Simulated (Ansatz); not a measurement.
The reference is SnTe in the rock salt structure (space group Fm-3m, No. 225; a = 6.235 Å). Axes: x, y, z lie along the cube axes.

Computed with Ansatz (a quantum-chemistry and plane-wave program), LDA, PAW, cutoff 420 eV, spin-orbit coupling left out.

For the base:

| Property | Value |
|---|---|
| Shortest interatomic distance | 5.891 bohr |

Perturbation: compressive biaxial strain of 1.25 % in the plane normal to [111], as in epitaxy on a mismatched substrate; the out-of-plane cell vector and the atoms relax.

### Question
Predict the new energy relative to the base and shortest interatomic distance.

### Answer
The energy increases by 2.2 meV/atom; the shortest interatomic distance decreases by 0.023 bohr (5.891 bohr → 5.868 bohr).

The mesh was chosen for an insulator and is coarse for the gapless case. Stability against distortions was not tested. All final runs are without spin polarisation.
